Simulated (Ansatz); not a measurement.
Consider BN in the zinc blende structure (space group F-43m, No. 216; a = 3.625 Å).

Modification: cell and atoms relaxed at a pressure of 10 GPa.

Levels (all Ansatz, a first-principles code, PAW): PBE (420 eV, spin-orbit coupling left out); HSE06+SOC (420 eV, noncollinear with spin-orbit coupling).

The geometry is relaxed with PBE.

- PBE valence-band top at Γ = 0.00, 0.00, 0.00 eV
- PBE band gap = 4.49 eV

Task: Predict the valence-band top at Γ and band gap from HSE06+SOC.

Result: The valence-band top at Γ (three highest Kramers pairs, from the VBM) becomes 0.00, 0.00, -0.02 eV (PBE: 0.00, 0.00, 0.00 eV); the band gap rises by 1.31 eV, from 4.49 eV to 5.80 eV. The threefold valence maximum splits by Δso ≈ 23 meV.

Single points use the geometry relaxed with PBE. HSE06 gaps are upper bounds (no full band path). Differences between runs with and without spin-orbit coupling are approximate. Load acts through the strain it causes; cell and atoms are relaxed under it. Whether these cells are dynamically stable was not tested. No other phases were tried under pressure.
